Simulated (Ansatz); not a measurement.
**What uniaxial strain ε_zz = +4.51 % does to Ti**

The reference is Ti in the hcp (Mg type) structure (space group P6_3/mmc, No. 194; a = 2.939 Å, c = 4.654 Å; relaxed with 0.1 eV smearing). Axes: x lies along a and z along c of the hexagonal cell.

It is then changed as follows: the cell is stretched by 4.51 % along z with no lateral relaxation; the atoms relax in the strained cell.

Level of theory: PBE (Ansatz, an electronic-structure program, PAW, no SOC), earlier PAW set. Γ-centred 23×23×13 mesh, Fermi–Dirac width 0.1 eV.

The volume per atom rises by 0.79 Å³ (17.41 Å³ → 18.20 Å³) and the space group stays P6_3/mmc (No. 194). The shortest interatomic distance grows by 0.059 Å (2.880 Å → 2.939 Å) and the energy increases by 19 meV/atom. The pressure (mean of the normal stresses, compression positive) goes from zero to -4.5 GPa and the band gap is still zero. The stress (xx, yy, zz, yz, xz, xy; compression positive) is (-3.0, -3.0, -7.5, 0.0, 0.0, 0.0) GPa.

Final structure:

```
Ti
1.0
    2.93950     0.00000     0.00000
   -1.46975     2.54568     0.00000
    0.00000     0.00000     4.86375
Ti
2
Direct
  0.33333   0.66667   0.75000
  0.66667   0.33333   0.25000
```

Stability against distortions was not tested. All final runs are without spin polarisation.
